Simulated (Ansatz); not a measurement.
## Element substitutions in hypothetical rutile HgBr2

Take HgBr2 in the rutile structure (space group P4_2/mnm, No. 136; a hypothetical phase, not in the database extracts checked) as the base.

```xyz
6
Lattice="7.0084 0.0000 0.0000 0.0000 7.0084 0.0000 0.0000 0.0000 4.0032" Properties=species:S:1:pos:R:3 pbc="T T T"
Hg     0.0000     0.0000     0.0000
Hg     3.5042     3.5042     2.0016
Br     2.1860     2.1860     0.0000
Br     5.6902     1.3182     2.0016
Br     1.3182     5.6902     2.0016
Br     4.8224     4.8224     0.0000
```

Each row replaces one element on all its sites; cell and atoms are relaxed.

Level of theory: Ansatz (an electronic-structure program) r2SCAN, spin-orbit coupling left out.

```csv
change,lattice parameter a,c/a ratio
base,7.008 Å,0.571
Hg → Zn,___,0.572
Br → Se,___,0.538
Hg → Cd,6.658 Å,0.613
```

### Question
Some entries are withheld; estimate them.

### Answer

- Hg → Zn, lattice parameter a: 6.499 Å
- Br → Se, lattice parameter a: 7.080 Å

Whether these cells are dynamically stable was not tested. As relaxed here, ZnBr2, HgSe2 and CdBr2 are hypothetical phases, not in the database extracts checked. The final runs are not spin-polarised.
